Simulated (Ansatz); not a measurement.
Symmetric slabs, relaxed from ideal cuts in 1x1 cells, of silicides: work function (eV) by functional, in Ansatz (plane waves, PAW). All structures are PBE's; the other columns are single points with references at the same level. No spin-orbit coupling, Hubbard U or dispersion.

```csv
system,PBE,LDA,PBEsol,RPBE,r2SCAN
"fluorite-type NiSi2 (110) (cut with Ni + 2 Si on top), ideal cut with outer spacing 1.93 Å",4.61,4.85,4.68,4.50,4.65
"fluorite-type NiSi2 (111) (cut with Si on top), ideal cut with outer spacing 0.79 Å",4.59,4.78,4.64,4.51,4.69
"tetragonal WSi2 (111) (cut with Si on top), ideal cut with outer spacing 0.36 Å",4.58,4.83,4.66,4.47,4.60
"MnP-type NiSi (011) (cut with 2 Si on top), ideal cut with outer spacing 0.78 Å",4.69,4.90,4.75,4.61,4.79
"tetragonal WSi2 (110) (cut with 2 Si + W on top), ideal cut with outer spacing 2.28 Å",4.33,4.61,4.43,4.20,4.28
"tetragonal MoSi2 (100) (cut with Mo + 2 Si on top), ideal cut with outer spacing 1.61 Å",4.76,5.00,4.84,4.65,4.82
"tetragonal MoSi2 (101) (cut with Si on top), ideal cut with outer spacing 1.00 Å",4.98,5.18,5.04,4.89,5.07
"tetragonal MoSi2 (001) (cut with Si on top), ideal cut with outer spacing 1.30 Å",4.46,4.63,4.50,4.40,4.58
"MnP-type NiSi (001) (cut with Si on top), ideal cut with outer spacing 0.59 Å",4.47,4.70,4.54,4.37,4.52
"MnP-type NiSi (010) (cut with 2 Ni + 2 Si on top), ideal cut with outer spacing 1.68 Å",4.75,5.00,4.82,4.63,4.82
"tetragonal MoSi2 (110) (cut with Mo + 2 Si on top), ideal cut with outer spacing 2.27 Å",4.19,4.48,4.29,4.06,4.15
"MnP-type NiSi (100) (cut with Si on top), ideal cut with outer spacing 0.89 Å",4.85,5.07,4.91,4.75,4.95
```

The rows are a random draw from the class, without slabs that broke up, higher cuts of a face and adsorbates that left their site. Mean shift from PBE over these rows: LDA 0.23 eV (from 0.16 to 0.29, 12 rows); PBEsol 0.07 eV (from 0.04 to 0.10, 12 rows); RPBE -0.10 eV (from -0.13 to -0.07, 12 rows); r2SCAN 0.06 eV (from -0.05 to 0.12, 12 rows).

Ansatz is a program for electronic structure.
